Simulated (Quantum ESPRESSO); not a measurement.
Input and output of a self-consistent single point for NbFeB (P-6m2, 3 atoms in the cell) (Quantum ESPRESSO).

Method: LDA (PZ), GBRV 1.5 ultrasoft (LDA) pseudopotentials (plane waves; Quantum ESPRESSO 7.5).

```xyz
3
Lattice="3.6850 0.0000 0.0000 -1.8425 3.1913 0.0000 0.0000 0.0000 2.9580" Properties=species:S:1:pos:R:3 pbc="T T T"
Nb     0.0000     0.0000     0.0000
Fe     0.0000     2.1276     1.4790
B      1.8425     1.0638     1.4790
```

Reference input (self-consistent single point, DFT, PBEsol, plane waves, GBRV 1.5 ultrasoft (PBESOL) pseudopotentials): ecutwfc = 50 Ry; ecutrho = 400 Ry; occupations = smearing; smearing = fd; degauss = 0.0099958 Ry; potentials = {Nb: nb_pbesol_v1.uspp.F.UPF, Fe: fe_pbesol_v1.5.uspp.F.UPF, B: b_pbesol_v1.4.uspp.F.UPF}; K_POINTS = automatic 14 14 15 0 0 0; conv_thr = 1e-11 Ry; mixing_beta = 0.5. This run's input differs from it in these lines:

```diff
@@ -25,5 +25,5 @@
 ATOMIC_SPECIES
-Nb    92.9064  nb_pbesol_v1.uspp.F.UPF
-Fe    55.8450  fe_pbesol_v1.5.uspp.F.UPF
-B     10.8100  b_pbesol_v1.4.uspp.F.UPF
+Nb    92.9064  nb_lda_v1.uspp.F.UPF
+Fe    55.8450  fe_lda_v1.5.uspp.F.UPF
+B     10.8100  b_lda_v1.4.uspp.F.UPF
 ATOMIC_POSITIONS crystal
```

Log, with long lists cut:

```
     Self-consistent Calculation

     iteration #  1     ecut=    50.00 Ry     beta= 0.50

     total energy              =    -373.81927197 Ry
     estimated scf accuracy    <       2.30672000 Ry

     iteration #  2     ecut=    50.00 Ry     beta= 0.50

     total energy              =    -372.48134833 Ry
     estimated scf accuracy    <      23.83046858 Ry

     iteration #  3     ecut=    50.00 Ry     beta= 0.50

     total energy              =    -374.72070762 Ry
     estimated scf accuracy    <       1.79773403 Ry

   [... 13 blocks of this kind left out ...]

     iteration # 17     ecut=    50.00 Ry     beta= 0.50

     total energy              =    -374.83638289 Ry
     estimated scf accuracy    <          2.5E-11 Ry

     iteration # 18     ecut=    50.00 Ry     beta= 0.50
     End of self-consistent calculation

     Number of k-points >= 100: set verbosity='high' to print the bands.

     the Fermi energy is    17.2805 ev

!    total energy              =    -374.83638289 Ry
     estimated scf accuracy    <          6.5E-12 Ry
     smearing contrib. (-TS)   =      -0.01125283 Ry
     internal energy E=F+TS    =    -374.82513006 Ry

     convergence has been achieved in  18 iterations

     Forces acting on atoms (cartesian axes, Ry/au):

     atom    1 type  1   force =    -0.00000000   -0.00000000    0.00000000
   [... zero for the other atoms too ...]

     Total force =     0.000000     Total SCF correction =     0.000000

          total   stress  (Ry/bohr**3)                   (kbar)     P=     -144.90
  -0.00104320   0.00000000   0.00000000         -153.46        0.00        0.00
   0.00000000  -0.00104320   0.00000000            0.00     -153.46        0.00
   0.00000000   0.00000000  -0.00086864            0.00        0.00     -127.78

   JOB DONE.
```

The run converged in 18 iterations. Against the reference run the pressure goes from -9.41 to -14.49 GPa.

The starting cell comes from a database of computed structures (which also holds hypothetical and non-ambient phases and stackings), without a prior relaxation at this level. Spin polarisation is off. With a pressure of about -14 GPa the cell is away from its equilibrium volume at this level.

Cost on one core of a shared machine: roughly 80 s.
